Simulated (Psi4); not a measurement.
Psi4 1.11, WB97X/def2-tzvp: Mo(O)(S)(F)(Cl) ([O]=[Mo]([F])(=[S])[Cl]), 5 atoms. The geometry is a generated start, not checked to be a minimum at this level.

```yaml
task: energy
method: wb97x
basis: def2-tzvp
memory: 3 GB
maxiter: 100
keys_of_the_molecule_block: symmetry c1
scf_type: df (default)
e_convergence: 1e-06 (default)
d_convergence: 1e-06 (default)
dft_radial_points: 75 (default)
dft_spherical_points: 302 (default)
effective_core_potentials: those of the basis set, past Kr
basis_functions: 176
grid_points: 109075
```

```xyz
5

Mo     0.0335     0.0624    -0.1375
O      1.0511    -0.3417    -1.3542
S      1.0525    -0.2515     1.7244
F     -0.4716     1.7695    -0.1091
Cl    -1.6655    -1.2388    -0.1236
```

Charge 0 and multiplicity 1 are set for this test and not shown to be the ground state.

With the defaults (diis = true, scf_initial_accelerator = adiis, damping_percentage = 0, diis_start = 1, diis_max_vecs = 10, guess = auto, which took SAD, soscf = false, soscf_start_convergence = 0.01, level_shift = 0, level_shift_cutoff = 0.01) it converges in 13 SCF iterations. One run each on 2 threads, with these changes:
- diis_max_vecs = 6
- diis_max_vecs = 3
- scf_initial_accelerator = none
- diis_start = 4
- level_shift = 0.1, level_shift_cutoff = 0.001
- soscf = true, soscf_start_convergence = 0.1
- scf_initial_accelerator = ediis
- guess = core
- diis = false, scf_initial_accelerator = none, damping_percentage = 60

Q: Which runs fail or end elsewhere than the default run?

A: No convergence: diis = false, scf_initial_accelerator = none, damping_percentage = 60 (the run ends without SCF convergence in 100 iterations). The rest reach the solution of the defaults.

```tsv
setting	SCF iterations	JK calls	end
soscf = true, soscf_start_convergence = 0.1	8	34	same solution
level_shift = 0.1, level_shift_cutoff = 0.001	12	13	same solution
the defaults	13	14	same solution
scf_initial_accelerator = none	13	14	same solution
scf_initial_accelerator = ediis	13	14	same solution
diis_max_vecs = 6	14	15	same solution
guess = core	17	17	same solution
diis_start = 4	19	20	same solution
diis_max_vecs = 3	20	21	same solution
diis = false, scf_initial_accelerator = none, damping_percentage = 60	100	101	no convergence
```

An SOSCF iteration holds several JK calls; a Hückel guess adds calls on atoms. 1 further run of the study ended by our limits or in an error and is left out.
